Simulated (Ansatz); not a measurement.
BN: band gap against strain

BN (wurtzite, P6_3mc, 5.755 Å³/atom at rest, c along z) under a strain ε along c (axis z), the other axes held. LDA in Ansatz, a plane-wave DFT program (PAW, default set), 420 eV, 15×15×8 Γ-centred mesh, Fermi-Dirac smearing 0.05 eV; ions are relaxed within the symmetry of each cell. Gaps are the smallest over the k-mesh and a band path, without spin-orbit coupling; in all rows the valence edge lies at Γ and the conduction edge at about 1.7 Å⁻¹ from Γ.

Here s stands for strain and Eg for gap.

| strain (%) | gap (eV) |
|---|---|
| -3.00 | ? |
| -1.80 | 5.00 |
| -1.20 | 4.97 |
| -0.60 | 4.95 |
| 0.00 | 4.93 |

Taking a straight line for Eg over the 4 complete rows: Means: s -0.90000, Eg 4.962. About the means, the sum of products is -0.069000 and the sum of squares of s is 1.8000; the slope is their ratio. Least squares gives Eg = 4.928 - 0.0383·s. Residuals (row less fit): 0.003, -0.004, -0.001, 0.002; standard error 0.004 (degrees of freedom: 2). Over these rows the gap moves by -3.8 ± 0.3 eV per unit strain.

Task: Estimate the missing Eg (s = -3.00); what did the run itself give?

Result: Eg = 4.928 - 0.0383 × (-3.0) = 5.043 eV. The calculation gives 5.07 eV, 0.027 eV above the prediction (19.3 % of the range of Eg in the table). The row lies outside the fitted rows, so this is an extrapolation. The fitted rows scatter only by rounding.

BN is here a metastable high-pressure form. Rows are the converged runs of the series near zero and its far end; series whose fitted rows scatter by over a few per cent of the range, as at a crossing or softening among them, aren't shown in this form. Most that stay on the fit to the last digits aren't either.
